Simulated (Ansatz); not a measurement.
AlP (model structure, within 0.1 Å of P6₂22, No. 180, 6 atoms in the cell) was calculated with LDA (Ansatz, a program for electronic structure, PAW).

Run with plane-wave cutoff 520 eV, 18×18×8 k mesh (along the axes of the cell as run), Fermi–Dirac smearing 0.05 eV, scalar-relativistic PAW data made under PBE.

Cell (relaxed at this level):

```cif
data_Al3P3
_chemical_formula_sum 'Al3 P3'
_space_group_name_H-M_alt 'P 1'
_space_group_IT_number 1
_cell_length_a 3.79908
_cell_length_b 3.79908
_cell_length_c 8.57226
_cell_angle_alpha 90.000
_cell_angle_beta 90.000
_cell_angle_gamma 120.000
loop_
_space_group_symop_operation_xyz
  'x, y, z'
loop_
_atom_site_label
_atom_site_type_symbol
_atom_site_fract_x
_atom_site_fract_y
_atom_site_fract_z
_atom_site_occupancy
Al1 Al 0.50013 0.00000 0.66667 1
Al2 Al 0.00000 0.50013 0.33333 1
Al3 Al 0.49987 0.49987 0.00000 1
P1 P 0.50009 0.00000 0.16667 1
P2 P 0.00000 0.50009 0.83333 1
P3 P 0.49991 0.49991 0.50000 1
```

Q: Estimate the band gap, Γ–Γ gap and bulk modulus that the calculation returns.

A: 
* **band gap**: 0.83 eV (on the SCF k mesh)
* **Γ–Γ gap**: 2.04 eV
* **bulk modulus**: 99.2 GPa

Note: the bulk modulus is −V dP/dV from two relaxed cells at ±2 % in volume.

Computed values are for the static lattice.

Computing time: around 13 core-minutes (rough).

A model structure was made by putting elements into a prototype or built by hand; it is no filed structure, need not be a known phase, and can be a saddle point held by its symmetry.
